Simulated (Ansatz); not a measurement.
The starting structures come from a database of crystals and need not be the phases stable at ambient conditions.

Input:

```xyz
16
Lattice="4.2447 0.0000 0.0000 0.0000 15.3750 0.0000 0.0000 -3.0189 6.1075" Properties=species:S:1:pos:R:3 pbc="T T T"
Y      3.0892     8.6418     2.0334
Y      3.2779     0.6856     2.5770
Y      0.9668     5.2238     1.0203
Y      1.1555    13.1799     0.4768
Ag     2.1111    11.6891     3.5435
Ag     0.0112     3.7360     4.0810
Ag     4.2335    -0.8425     5.6178
Ag     2.1336     7.1107     5.0803
Se     0.9757     9.2454     3.8828
Se     1.1467     2.5215     1.9335
Se     3.0981     1.6012     5.2785
Se     3.2690    11.3440     1.1202
Se     0.9836     7.9801     0.2111
Se     1.1387    -1.1640     3.1581
Se     3.1060     5.8854     2.8427
Se     3.2611    12.0106     6.0032
```

Space group of this cell: P2_12_12_1. The cell is taken as given; by PBEsol its mean pressure is -2.5 GPa.

Transport runs along the normal of the first two printed cell vectors.

The gap is the functional's own, uncorrected, and κ follows it; spin-orbit coupling is left out. Mid-gap values are interpolated between the computed energies.

Q: Predict the band gap and the smallest decay constant κ at mid-gap from PBEsol (Ansatz, an electronic-structure program).

A: Gap 1.16 eV on a 8×6×6 mesh; κ = 0.137 1/Å, at the zone centre.
